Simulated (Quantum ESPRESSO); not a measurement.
Worked example: self-consistent single point of CsKICl (P4/mmm, 4 atoms in the cell) in Quantum ESPRESSO.

Method of the run: PBEsol, GBRV 1.5 ultrasoft (PBESOL) pseudopotentials (plane waves; Quantum ESPRESSO).

```
CsKICl
1.0
    4.97314     0.00000     0.00000
    0.00000     4.97314     0.00000
    0.00000     0.00000     7.48239
K Cs I Cl
1 1 1 1
Direct
  0.00000   0.00000   0.00000
  0.50000   0.50000   0.50000
  0.50000   0.50000   0.00000
  0.00000   0.00000   0.50000
```

Reference input (self-consistent single point, DFT, PBEsol, plane waves, GBRV 1.5 ultrasoft (PBESOL) pseudopotentials): ecutwfc = 40 Ry; ecutrho = 200 Ry; occupations = fixed; K_POINTS = automatic 4 4 3 1 1 1; nbnd = 24; conv_thr = 1e-09 Ry. This run's input differs from it in these lines:

```diff
@@ -14,4 +14,4 @@
    ntyp = 4
-   ecutwfc = 40
-   ecutrho = 200
+   ecutwfc = 80
+   ecutrho = 400
    occupations = 'fixed'
```

Output (repeated stretches shortened):

```
     Self-consistent Calculation

     iteration #  1     ecut=    80.00 Ry     beta= 0.70

     Threshold (ethr) on eigenvalues was too large:
     Diagonalizing with lowered threshold

     negative rho (up, down):  1.524E-02 0.000E+00

     total energy              =    -218.60406194 Ry
     estimated scf accuracy    <       0.10771798 Ry

     iteration #  2     ecut=    80.00 Ry     beta= 0.70

     negative rho (up, down):  1.460E-02 0.000E+00

     total energy              =    -218.63515855 Ry
     estimated scf accuracy    <       0.02891357 Ry

     iteration #  3     ecut=    80.00 Ry     beta= 0.70

     negative rho (up, down):  1.454E-02 0.000E+00

     total energy              =    -218.64168315 Ry
     estimated scf accuracy    <       0.00118239 Ry

   [... 3 blocks of this kind left out ...]

     iteration #  7     ecut=    80.00 Ry     beta= 0.70

     negative rho (up, down):  1.451E-02 0.000E+00

     total energy              =    -218.64226881 Ry
     estimated scf accuracy    <       0.00000002 Ry

     iteration #  8     ecut=    80.00 Ry     beta= 0.70

     negative rho (up, down):  1.451E-02 0.000E+00
     End of self-consistent calculation

     highest occupied, lowest unoccupied level (ev):     0.7342    5.4864

!    total energy              =    -218.64226887 Ry
     estimated scf accuracy    <          6.4E-10 Ry

     convergence has been achieved in   8 iterations

     negative rho (up, down):  1.451E-02 0.000E+00

     Forces acting on atoms (cartesian axes, Ry/au):

     atom    1 type  1   force =     0.00000000    0.00000000    0.00000000
   [... zero for the other atoms too ...]

     Total force =     0.000000     Total SCF correction =     0.000000

     negative rho (up, down):  1.451E-02 0.000E+00
          total   stress  (Ry/bohr**3)                   (kbar)     P=       -6.70
  -0.00004770   0.00000000   0.00000000           -7.02        0.00        0.00
   0.00000000  -0.00004770   0.00000000            0.00       -7.02        0.00
   0.00000000   0.00000000  -0.00004120            0.00        0.00       -6.06

   JOB DONE.
```

The run converged in 8 iterations. Against the reference run the free energy goes down by 11.0 meV/atom, the pressure goes from -0.88 to -0.67 GPa and the gap on the mesh hardly changes (4.753 to 4.752 eV).

The starting cell comes from a database of computed structures (which also holds hypothetical and non-ambient phases and stackings), without a prior relaxation at this level. Its lattice was rescaled by a random factor within 2.5 % of one. Spin-orbit coupling is off. The shifted mesh does not hold Γ, so a gap read on it misses any band edge there.

Cost on one core of a shared machine: roughly 3 min.
